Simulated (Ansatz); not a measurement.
A computed series for SnO: thickness series

The reference is SnO in the litharge type structure (space group P4/nmm, No. 129; a = 3.7927 Å, c = 4.7644 Å; layered, stacked along the Cartesian z axis).

Free-standing slabs (4 atom(s) a layer) normal to the stacking axis with 15 Å of vacuum; in-plane cell relaxed.

Computed with r2SCAN+rVV10/PAW in Ansatz (a program for electronic structure), scalar-relativistic without spin-orbit coupling, earlier PAW set.

Candidates:
(a) 1 layer
(b) 2 layers
(c) 3 layers

For the base:

* **Band gap**: zero

Question: Order them by band gap, lowest first.

Answer: (c) 3 layers (0.54 eV), (b) 2 layers (1.14 eV), (a) 1 layer (3.42 eV)

Whether these cells are dynamically stable was not tested. All final runs are without spin polarisation. The zero or small gap of SnO can change with the level of theory.
